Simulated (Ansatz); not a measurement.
An Ansatz (an electronic-structure program) input (r2SCAN in Ansatz (plane waves to 500 eV, PAW, no SOC)):

Ansatz 0.2 input:
```yaml
crystal:
  lattice:
    - [3.5768760672, 0, 0]
    - [1.7884380336, 3.0976655404, 0]
    - [0, 0, 19.3807606189]
  atoms:
    - { symbol: O, position: [0.6666666667, 0.1666666667, 0.3869817159] }
    - { symbol: Hf, position: [0.3333333333, -0.1666666667, 0.4246544773] }
    - { symbol: O, position: [1, 0.5, 0.4623272386] }
    - { symbol: O, position: [1.3333333333, -0.1666666667, 0.5376727614] }
    - { symbol: Hf, position: [1, -0.5, 0.5753455227] }
    - { symbol: O, position: [1.6666666667, 0.1666666667, 0.6130182841] }
basis: { ecutwfc: 500, ecutrho_ratio: 4, xc_grid: 4, fft_grid_basis: typed }
kpoints: { mp_grid: { grid: [11, 11, 1] } }
hamiltonian:
  xc: r2scan
  dispersion: none
  pseudopotentials: { kind: paw }
scf: { occupations: { method: fermi_dirac, width: 0.05 }, convergence: { dr2_threshold: 0.0000000006 } }
relax: { f_tol: 0.01, max_steps: 50 }
output: { forces: true, stress: true }
checkpoint: { write: state.ck, write_every: 1000 }
```

**Question.** Which symmetry and how many k-points will the program report, and about how many plane waves at Γ?

**Answer.** Space group P-3m1 (ITA 164) with 12 operations, k-points 16 of 121, and 5507 plane waves at Γ.

Whether these cells are dynamically stable was not tested. The cell was made from HfO2 in the fluorite structure (space group Fm-3m, No. 225) by this change: a free-standing slab of 2 layers (6 atoms, 3 a layer) is cut normal to [111], with 15 Å of vacuum and the in-plane cell held at bulk. This is not the structure that HfO2 has at room temperature and ambient pressure.
